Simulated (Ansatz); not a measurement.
AlAs (I-4m2), PBE with spin-orbit coupling, rigid bands in Ansatz (a first-principles code): Condition of this run: uniaxial stress along [001] of -3.6 GPa (compression positive) (the target of the relaxation). band gap 1.19 eV, N_c = 1.29e19 cm⁻³ and N_v = 6.75e18 cm⁻³ at 300 K, conductivity masses along z (a = (0.00, 2.80, 2.97) Å; b = (2.80, 0.00, 2.97) Å; c = (2.80, 2.80, 0.00) Å) of 0.277 mₑ (electrons) and 0.651 mₑ (holes). Take k_BT = 0.02585 eV.

Task: What thermal injection velocity √(2k_BT/πm) limits a ballistic channel along the direction named?

Result: 1.02e7 cm/s for electrons and 6.67e6 cm/s for holes, a ratio of √(m_h/m_e) = 1.53, for dilute carriers.

Task: A film of it is 5 nm thick, with its normal along the direction named. Estimate the confinement energies in an infinite well.

Result: ħ²π²/(2m t²) = 0.376 eV·nm²/(m/mₑ × t²) gives 54.3 meV for electrons and 23.1 meV for holes, so the gap would widen to about 1.27 eV. Finite barriers and nonparabolic bands lower this, and with several valleys or bands the heaviest mass along the normal sets the lowest level, not this average.

Task: What built-in voltage has an abrupt junction with N_A = 1e16 and N_D = 1e18 cm⁻³, all dopants ionised?

Result: V_bi = E_g/e − (k_BT/e) ln(N_c N_v/(N_A N_D)) = 1.19 − 0.02585 × 9.07 = 0.96 V. It follows the computed gap one for one.

Rigid, parabolic bands with the computed gap; masses take one relaxation time for all states. Geometry: cell and atoms relaxed with PBEsol.
